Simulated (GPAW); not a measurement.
GPAW run on MnS (Fm-3m, 4 atoms in the cell): self-consistent single point

Level of theory: PBE, GPAW PAW datasets PBE (gpaw-data 1.0.1) (plane waves; GPAW 25.7.0).

This input was run:

```python
from ase import Atoms
from ase.units import GPa
from gpaw import GPAW, PW, FermiDirac

atoms = Atoms(['Mn', 'Mn', 'S', 'S'],
              cell=[[5.220000, 2.610000, 2.610000],
                    [2.610000, 5.220000, 2.610000],
                    [2.610000, 2.610000, 5.220000]],
              positions=[[0.000000, 0.000000, 0.000000],
                         [5.220000, 5.220000, 5.220000],
                         [2.610000, 2.610000, 2.610000],
                         [7.830000, 7.830000, 7.830000]],
              pbc=True)

atoms.set_initial_magnetic_moments([5.0, -5.0, 0.0, 0.0])

calc = GPAW(spinpol=True,
            mode=PW(850),
            xc='PBE',
            kpts={'size': (4, 4, 4), 'gamma': True},
            occupations=FermiDirac(0.02),
            nbands=-8,
            convergence={'density': 1e-05, 'energy': 1e-05, 'bands': -6},
            symmetry={'symmorphic': False, 'tolerance': 0.0005},
            maxiter=100)

atoms.calc = calc

energy = atoms.get_potential_energy()
print('Energy (eV):', round(energy, 6))
forces = atoms.get_forces()
print('Forces (eV/Ang):')
print(forces.round(5))
stress = atoms.get_stress()
print('Stress (GPa, Voigt):', (stress / GPa).round(4))
```

Output (repeated stretches shortened):

```
Input parameters:
  convergence: {bands: -6,
                density: 1e-05,
                energy: 1e-05}
  kpts: {gamma: True,
         size: (4, 4, 4)}
  maxiter: 100
  mode: {ecut: 850.0,
         name: pw}
  nbands: -8
  occupations: {fixmagmom: False,
                name: fermi-dirac,
                width: 0.02}
  spinpol: True
  symmetry: {symmorphic: False,
             tolerance: 0.0005}
  xc: PBE

species:
  Mn:
    name: Manganese
    Z: 25.0
    valence: 15
    core: 10
    charge: 0.0
    file: Mn.PBE.gz

    # Using partial waves for Mn as LCAO basis

  S:
    name: Sulfur
    Z: 16.0
    valence: 6
    core: 10
    charge: 0.0
    file: S.PBE.gz

    # Using partial waves for S as LCAO basis

Reference energy: -84743.415941  # eV

Spin-polarized calculation.
Initial magnetic moment: 0.000000

Convergence criteria:
 Maximum [total energy] change in last 3 cyles: 1e-05 eV / valence electron
 Maximum integral of absolute [dens]ity change: 1e-05 electrons / valence electron
 Maximum integral of absolute [eigenst]ate change: 4e-08 eV^2 / valence electron
 Maximum number of scf [iter]ations: 100

Symmetries present (total): 12
Symmetries with fractional translations: 0
64 k-points: 4 x 4 x 4 Monkhorst-Pack grid + [1/8,1/8,1/8]
13 k-points in the irreducible part of the Brillouin zone
       k-points in crystal coordinates                weights
   0:     0.00000000    0.00000000    0.00000000          1/64
   1:     0.25000000    0.00000000   -0.25000000          6/64
   2:     0.25000000    0.00000000    0.00000000          6/64
   [... 7 lines left out ...]
          ...
  12:     0.50000000    0.50000000    0.50000000          1/64

Wave functions: Plane wave expansion
  Cutoff energy: 850.000 eV
  Number of coefficients (min, max): 3989, 4018
  Pulay-stress correction: 0.000000 eV/Ang^3 (de/decut=0.000000)

Occupation numbers: Fermi-Dirac:
  width: 0.0200  # eV

Eigensolver

Densities:
  Coarse grid: 45*45*45 grid
  Fine grid: 90*90*90 grid
  Total Charge: 0.000000

Density mixing:
  Method: difference
  Backend: pulay
  Linear mixing parameter: 0.05
  old densities: 5
  Damping of long wavelength oscillations: 50

Hamiltonian:
  XC and Coulomb potentials evaluated on a 90*90*90 grid
  External potential:
    NoExternalPotential

XC parameters: PBE with 2 nearest neighbor stencil

Number of atoms: 4
Number of atomic orbitals: 34
Number of bands in calculation: 29
Number of valence electrons: 42
Bands to converge: 23

Density initialized from atomic densities
  29 bands from LCAO basis set

Atomic positions and initial magnetic moments

Positions:
   0 Mn     0.000000    0.000000    0.000000    ( 0.0000,  0.0000,  5.0000)
   1 Mn     5.220000    5.220000    5.220000    ( 0.0000,  0.0000, -5.0000)
   2 S      2.610000    2.610000    2.610000    ( 0.0000,  0.0000,  0.0000)
   3 S      7.830000    7.830000    7.830000    ( 0.0000,  0.0000,  0.0000)

Unit cell:
           periodic     x           y           z      points  spacing
  1. axis:    yes    5.220000    2.610000    2.610000    45     0.0700
  2. axis:    yes    2.610000    5.220000    2.610000    45     0.0700
  3. axis:    yes    2.610000    2.610000    5.220000    45     0.0700

  Lengths:   6.393168   6.393168   6.393168
  Angles:   33.557310  33.557310  33.557310

Effective grid spacing dv^(1/3) = 0.0921

     iter     time        total  log10-change:  magmom
                         energy   eigst   dens
iter:   1 --:--:--   -29.516949   +0.41           -0.0000
iter:   2 --:--:--   -29.643854   -0.39  -1.33    -0.0000
iter:   3 --:--:--   -29.488869   -0.98  -1.37    +0.0000
iter:   4 --:--:--   -29.607245   -1.47  -1.62    +0.0000
iter:   5 --:--:--   -29.690922   -1.25  -1.94    +0.0000
iter:   6 --:--:--   -29.702838   -2.38  -2.08    +0.0000
   [... 5 lines left out ...]
iter:  12 --:--:--   -29.550740   -3.89  -2.79    -0.0000
iter:  13 --:--:--   -29.547615   -3.14  -2.89    -0.0000
iter:  14 --:--:--   -29.547158   -4.06  -4.17    -0.0000
iter:  15 --:--:--   -29.547858   -4.21  -4.17    +0.0000
iter:  16 --:--:--   -29.547845   -5.37  -3.95    +0.0000
iter:  17 --:--:--   -29.548015c  -4.39  -4.20    -0.0000
iter:  18 --:--:--   -29.548104c  -4.97  -3.53    +0.0000
iter:  19 --:--:--   -29.547854c  -4.20  -3.45    -0.0000
iter:  20 --:--:--   -29.547844c  -5.53  -4.14    -0.0000
iter:  21 --:--:--   -29.547846c  -6.05  -4.59    +0.0000
iter:  22 --:--:--   -29.547844c  -7.04  -4.48    -0.0000
iter:  23 --:--:--   -29.547843c  -7.23  -4.82    -0.0000
iter:  24 --:--:--   -29.547843c  -7.34  -5.08c   -0.0000
iter:  25 --:--:--   -29.547843c  -7.60c -5.47c   -0.0000

Converged after 25 iterations.

Dipole moment: (0.000000, 0.000000, 0.000000) |e|*Ang

Total magnetic moment: (0.000000, 0.000000, -0.000000)
Local magnetic moments:
   0 Mn ( 0.000000,  0.000000,  4.107082)
   1 Mn ( 0.000000,  0.000000, -4.107090)
   2 S  ( 0.000000,  0.000000,  0.000008)
   3 S  ( 0.000000,  0.000000,  0.000008)

Energy contributions relative to reference atoms: (reference = -84743.415941)

Kinetic:        +30.158573
Potential:      -25.635086
External:        +0.000000
XC:             -34.539881
Entropy (-ST):   -0.000000
Local:           +0.468551
SIC:             +0.000000
--------------------------
Free energy:    -29.547843
Extrapolated:   -29.547843

Spin contamination: 4.461945 electrons
Showing only first 2 kpts
                      Up                     Down
 Kpt  Band  Eigenvalues  Occupancy  Eigenvalues  Occupancy
  0    19      5.38230    1.00000      5.38230    1.00000
  0    20      5.38230    1.00000      5.38230    1.00000
  0    21      7.90929    0.00000      7.90928    0.00000
  0    22      7.90929    0.00000      7.90928    0.00000

  1    19      5.09685    1.00000      5.09686    1.00000
  1    20      6.00153    1.00000      6.00153    1.00000
  1    21      7.91714    0.00000      7.91712    0.00000
  1    22      8.10211    0.00000      8.10209    0.00000

Fermi level: 6.99448

Gap: 0.875 eV
Transition (v -> c):
  (s=1, k=12, n=20, [0.50, 0.50, 0.50]) -> (s=1, k=6, n=21, [0.50, 0.00, 0.00])
Direct/indirect transitions are different
Direct gap: 1.271 eV
Transition at: (s=1, k=12, n=20, [0.50, 0.50, 0.50])
Energy (eV): -29.547843

Forces in eV/Ang:
  0 Mn    0.00000   -0.00000    0.00000
  1 Mn    0.00000   -0.00000   -0.00000
  2 S    -0.00000   -0.00000   -0.00000
  3 S     0.00000    0.00000    0.00000

Stress tensor:
     0.020410     0.002193     0.002193
     0.002193     0.020410     0.002193
     0.002193     0.002193     0.020410
Stress (GPa, Voigt): [3.2701 3.2701 3.2701 0.3514 0.3514 0.3514]
```

The run converged in 25 iterations. GPAW prints stress with tension positive.

The starting cell has typed, rounded lattice constants, without a prior relaxation at this level. The magnetic order is the one reached from the typed start; others were not searched systematically. With a pressure of about -3 GPa the cell is away from its equilibrium volume at this level.

Cost on one core of a shared machine: roughly 4 min.
